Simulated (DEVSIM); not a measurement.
Device: Ti/Si3N4/p-GaAs capacitor, at 300 K.

```tsv
layer (left to right)	material	thickness (nm)	Na (cm⁻³)
1	Si3N4	2.80	-
2	GaAs	6700	9.3e15
```

Metal gate on the left, work function 4.33 eV. Fixed charge at the semiconductor interface 0 cm⁻² (in units of +e); interface traps 9.7e10 cm⁻² eV⁻¹, uniform in energy, neutral level at 0.3 of the gap above the valence band.

The device is made up for the run: typed textbook-type constants, with dimensions and the other settings drawn at random. Values at 300 K.

```csv
parameter,Si3N4,GaAs
gap (eV),5.1,1.424
affinity (eV),2.1,4.07
permittivity,7.5,12.9
Nc (cm⁻³),-,4.7e17
Nv (cm⁻³),-,9e18
```

DEVSIM, 1D Poisson equation in equilibrium, Boltzmann statistics, complete ionisation; no quantum confinement or tunnelling. Metal contacts follow the ideal Schottky-Mott rule: no Fermi-level pinning, no interface dipoles.

The gate work function was swept, all else fixed.

```tsv
gate work function (eV)	flat-band voltage (V)	threshold voltage (band bending 2φF) (V)
4.03	-1.29	-0.11
4.18	-1.14	0.04
4.33	-0.99	0.19
4.48	-0.84	0.34
4.63	-0.69	0.49
```

From the first row to the last the flat-band voltage goes from -1.29 to -0.69. From the first row to the last the threshold voltage (band bending 2φF) goes from -0.11 to 0.49.
